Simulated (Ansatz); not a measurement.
Base system: GeSe in the GeS type structure (space group Pnma, No. 62; a = 10.5197 Å, b = 3.8237 Å, c = 4.1429 Å; layered, stacked along the Cartesian x axis). Axes: x, y, z lie along a, b, c of the conventional cell.

Level of theory: DFT with PBEsol-D3(BJ), PAW potentials and a 420 eV plane-wave cutoff in Ansatz (a program for electronic structure), scalar-relativistic without spin-orbit coupling.

Base values:

| Property | Result |
|---|---|
| Width of the top valence band | 1.97 eV |
| Gap character | indirect, Γ–Z (67 % along) → Γ–Z (17 % along) |
| Band gap | 0.11 eV |
| Pressure | 0.00 GPa |

One thing is altered: compressive biaxial strain of 1.92 % in the plane normal to [001], as in epitaxy on a mismatched substrate; the out-of-plane cell vector and the atoms relax.

**Question.** Predict the new width of the top valence band, gap character, out-of-plane strain, band gap and pressure.

**Answer.** The width of the top valence band shrinks by 0.08 eV (1.97 eV → 1.89 eV); the gap character changes from indirect, Γ–Z (67 % along) → Γ–Z (17 % along) to indirect, Γ–Z (67 % along) → Γ; the out-of-plane strain is +2.36 %; the band gap grows by 0.18 eV to 0.29 eV; the pressure (mean of the normal stresses, compression positive) goes from zero to 1.00 GPa.

Stability against distortions was not tested. A zero or small gap of GeSe can be the functional's error rather than a property of the material.
